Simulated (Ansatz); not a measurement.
**TiSi (Pnma, No. 62; cell taken from a computed entry)**

All values below come from r²SCAN (Ansatz, an electronic-structure program, PAW).

Run with plane-wave cutoff 500 eV, 6×12×8 k mesh (along the axes of the cell as run), Fermi–Dirac smearing 0.05 eV, no spin polarisation, scalar-relativistic PAW data made under PBE.

Cell (relaxed at this level):

```cif
data_Si4Ti4
_chemical_formula_sum 'Ti4 Si4'
_space_group_name_H-M_alt 'P 1'
_space_group_IT_number 1
_cell_length_a 6.50558
_cell_length_b 3.63253
_cell_length_c 4.98960
_cell_angle_alpha 90.000
_cell_angle_beta 90.000
_cell_angle_gamma 90.000
loop_
_space_group_symop_operation_xyz
  'x, y, z'
loop_
_atom_site_label
_atom_site_type_symbol
_atom_site_fract_x
_atom_site_fract_y
_atom_site_fract_z
_atom_site_occupancy
Ti1 Ti 0.67590 0.25000 0.37163 1
Ti2 Ti 0.32410 0.75000 0.62837 1
Ti3 Ti 0.82410 0.75000 0.87163 1
Ti4 Ti 0.17590 0.25000 0.12837 1
Si1 Si 0.54397 0.25000 0.85528 1
Si2 Si 0.45603 0.75000 0.14472 1
Si3 Si 0.95603 0.75000 0.35528 1
Si4 Si 0.04397 0.25000 0.64472 1
```

```json
{
  "band_gap": "none"
}
```

Note: the relaxation could not lower the start's symmetry, so the cell can be a saddle point above a distorted one.

Computing time: around 6 core-minutes (rough).
